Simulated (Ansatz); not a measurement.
Consider BP in the zinc blende structure (space group F-43m, No. 216; a = 4.548 Å).

All numbers come from PBE, PAW, 420 eV (Ansatz, a program for electronic structure; without spin-orbit coupling).

Strains are applied to the cell and any free atomic positions relax.

One change was made to it. Results:

```csv
quantity,base,after
smallest direct gap,3.39 eV,3.49 eV
"hole mass (degenerate bands, along [100])","0.26, 0.26, 0.33 mₑ (at Γ)","0.25, 0.25, 0.36 mₑ (at Γ)"
```

Task: Which of these changes matches the shifts?
(A) isotropic strain −2.00 %
(B) isotropic strain +1.50 %
(C) isotropic strain +2.00 %
(D) isotropic strain −0.50 %
(E) isotropic strain +0.50 %

Result: A, isotropic strain −2.00 %. For comparison, the smallest direct gap in the other runs: isotropic strain +1.50 % gives 3.33 eV; isotropic strain −0.50 % gives 3.42 eV; isotropic strain +0.50 % gives 3.37 eV; isotropic strain +2.00 % gives 3.31 eV.

Masses are band curvatures over ±0.01 Å⁻¹ around the edge. No phonon test of stability was made.
